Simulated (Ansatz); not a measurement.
Worked example: self-consistent single point of MgAl₃ (I4/mmm, 4 atoms in the cell) in Ansatz (an electronic-structure program).

Method: PBEsol, PAW files made with PBE (plane waves; Ansatz).

The change in words: lattice scaled by 0.98. Reference geometry:
```xyz
4
Lattice="-2.0455 2.0455 4.1204 2.0455 -2.0455 4.1204 2.0455 2.0455 -4.1204" Properties=species:S:1:pos:R:3 pbc="T T T"
Mg     0.0000     0.0000     0.0000
Al     0.0000     0.0000     4.1204
Al     2.0455     0.0000     2.0602
Al     0.0000     2.0455     2.0602
```

Reference input (self-consistent single point, DFT, PBEsol, plane waves, PAW files made with PBE): basis.ecutwfc = 420 eV; kpoints.mp_grid.grid = 8 8 8; hamiltonian.xc = pbesol; hamiltonian.pseudopotentials = {kind: paw} (the program's default PAW files); scf.occupations.method = gaussian; scf.occupations.width = 0.1 eV. This run's input differs from it in these lines:

Ansatz 0.2 input:
```diff
@@ -2,10 +2,10 @@
   lattice:
-    - [-2.045470, 2.045470, 4.120385]
-    - [2.045470, -2.045470, 4.120385]
-    - [2.045470, 2.045470, -4.120385]
+    - [-2.004561, 2.004561, 4.037977]
+    - [2.004561, -2.004561, 4.037977]
+    - [2.004561, 2.004561, -4.037977]
   atoms:
     - { symbol: Mg, position_ang: [0.000000, 0.000000, 0.000000] }
-    - { symbol: Al, position_ang: [0.000000, 0.000000, 4.120385] }
-    - { symbol: Al, position_ang: [2.045470, 0.000000, 2.060192] }
-    - { symbol: Al, position_ang: [0.000000, 2.045470, 2.060192] }
+    - { symbol: Al, position_ang: [0.000000, 0.000000, 4.037977] }
+    - { symbol: Al, position_ang: [2.004561, 0.000000, 2.018988] }
+    - { symbol: Al, position_ang: [0.000000, 2.004561, 2.018988] }
 basis:
```

Log, with long lists cut:

```
SCF iter   1: F=—  HF=-3485.736348 eV  |F-HF|=—  |Δ(HF+E_count)|=         —  Δρ=2.10e-2  dr2=2.98e-1  ethr=3.10e-3  ⟨swp⟩=5.8  Hψ=5015  notcnv=0
all-band conjugate gradients solve this SCF's bands
preconditioner: auto → Kerker (q_TF=auto, 2.223 Å⁻¹)
SCF iter   2: F=—  HF=-3485.659632 eV  |F-HF|=—  |Δ(HF+E_count)|=   7.67e-2  Δρ=1.41e-2  dr2=1.36e-1  ethr=1.57e-3  ⟨swp⟩=1.0  Hψ=1299  notcnv=0
   [... lines left out ...]
SCF iter   4: F=—  HF=-3485.586312 eV  |F-HF|=—  |Δ(HF+E_count)|=   6.34e-4  Δρ=2.12e-4  dr2=4.64e-5  ethr=4.72e-6  ⟨swp⟩=2.4  Hψ=1196  notcnv=0  defer=1
SCF iter   5: F=—  HF=-3485.586291 eV  |F-HF|=—  |Δ(HF+E_count)|=   2.11e-5  Δρ=7.35e-5  dr2=3.11e-6  ethr=2.44e-7  ⟨swp⟩=2.1  Hψ=1327  notcnv=0  defer=1
SCF iter   6: F=—  HF=-3485.586289 eV  |F-HF|=—  |Δ(HF+E_count)|=   1.88e-6  Δρ=1.74e-5  dr2=2.65e-7  ethr=1.64e-8  ⟨swp⟩=2.1  Hψ=1059  notcnv=0  defer=1
SCF iter   7: F=-3485.586289 eV  HF=-3485.586289 eV  |F-HF|=2.69e-10  |Δ(HF+E_count)|=   1.40e-7  Δρ=2.18e-6  dr2=1.79e-9  ethr=5.26e-10  ⟨swp⟩=7.2  Hψ=4182  notcnv=0
SCF 1 converged in 7 iterations: F = -3485.586289 eV  dr2 = 1.79e-9
Free energy (F): -3485.586289 eV
Internal energy: -3485.580989 eV  (E = F + TS)
E sigma→0 (E₀):  -3485.583639 eV
Entropy (-TS):   -0.005300 eV (-1.325 meV/atom)
Fermi energy:    8.166140 eV
--- Forces (eV/Å), atoms counted from 1 ---
  atom   1  Mg     0.00000000     0.00000000    -0.00000000
   [... zero for the other atoms too ...]
--- Stress (GPa, compression-positive) ---
        6.379828       0.000000      -0.000000
        0.000000       6.379828       0.000000
       -0.000000       0.000000       5.253879
  P = ⅓ Tr σ = 6.0045 GPa (60.045 kbar)
  The stress holds the Pulay correction. Without it, at fixed plane waves, as pw.x and ABINIT print it: P = 5.9806 GPa
```

The run converged in 7 iterations. Against the reference run the free energy goes up by 21.2 meV/atom and the pressure goes from 0.95 to 6.00 GPa.

The starting cell comes from a database of computed structures (which also holds hypothetical and non-ambient phases and stackings), without a prior relaxation at this level. For this run, on top of that: lattice scaled by 0.98. With a pressure of about 6 GPa the cell is away from its equilibrium volume at this level. Ansatz's pressure includes its estimate of the finite-basis (Pulay) stress.
